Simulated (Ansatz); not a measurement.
BP (F-43m), Ansatz (a quantum-chemistry and plane-wave program) with PBE with spin-orbit coupling, rigid bands. Band gap 1.21 eV, N_c = 4.24e19 cm⁻³ and N_v = 2.48e19 cm⁻³ at 300 K, conductivity masses of 0.334 mₑ (electrons) and 0.425 mₑ (holes). Take k_BT = 0.02585 eV.

Q: A film of it is 5 nm thick. Estimate the confinement energies in an infinite well.

A: ħ²π²/(2m t²) = 0.376 eV·nm²/(m/mₑ × t²) gives 45.0 meV for electrons and 35.4 meV for holes, so the gap would widen to about 1.29 eV. Finite barriers and nonparabolic bands lower this, and with several valleys or bands the heaviest mass along the normal sets the lowest level, not this average.

Q: What thermal injection velocity √(2k_BT/πm) limits a ballistic channel?

A: 9.31e6 cm/s for electrons and 8.25e6 cm/s for holes, a ratio of √(m_h/m_e) = 1.13, for dilute carriers.

Q: Find the intrinsic carrier density and the intrinsic Fermi level.

A: n_i = √(N_c N_v) exp(−E_g/2k_BT) = 3.24e19 × exp(−23.40) = 2.2e9 cm⁻³. The level lies (k_BT/2) ln(N_v/N_c) = -7 meV from mid-gap (positive towards the conduction band). Each 0.1 eV added to the gap lowers n_i by a factor of 6.9.

Rigid bands with the computed gap; masses take one relaxation time for all states. Geometry: cell and atoms relaxed with PBEsol.
